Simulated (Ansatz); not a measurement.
System: CsCl-type CoGa. Method: RPBE (PAW; Ansatz, a quantum-chemistry and plane-wave program).

Run with plane-wave cutoff 520 eV, 20×20×20 k mesh, Fermi–Dirac smearing 0.05 eV, no spin polarisation, scalar-relativistic PAW data made under PBE.

The volume scan:

| V (Å³/atom) | E − E_lowest (meV/atom) |
|---|---|
| 11.541 | 25.26 |
| 11.787 | 10.78 |
| 12.033 | 2.59 |
| 12.278 | 0.00 |
| 12.524 | 2.41 |
| 12.769 | 9.28 |
| 13.015 | 20.11 |

Task: What bulk modulus B0 and pressure derivative B′ does a third-order Birch–Murnaghan fit give?

Result: V0 = 12.278 Å³/atom, B0 = 163 GPa, B′ = 4.8 (fit to the energies at full precision).

Computed values are for the static lattice.

The result took roughly 60 core-seconds.
